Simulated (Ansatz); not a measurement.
Response to strain in InP

Take InP in the zinc blende structure (space group F-43m, No. 216; a = 5.827 Å) as the base. Axes: x, y, z lie along the cube axes.

Strains are applied to the cell and any free atomic positions relax.

Level of theory: LDA (Ansatz, a program for electronic structure), no spin-orbit coupling.

Candidates:
(a) tensor shear ε_xy = +2.00 %
(b) tensor shear ε_xy = +0.86 %
(c) tensor shear ε_xy = +1.43 %
(d) tensor shear ε_xy = +1.14 %

For the base:

| Item | Result |
|---|---|
| Band gap | 0.58 eV |

Question: Order them by band gap, lowest first.

Answer: (a) tensor shear ε_xy = +2.00 % (0.41 eV), (c) tensor shear ε_xy = +1.43 % (0.47 eV), (d) tensor shear ε_xy = +1.14 % (0.49 eV), (b) tensor shear ε_xy = +0.86 % (0.51 eV)

Whether these cells are dynamically stable was not tested.
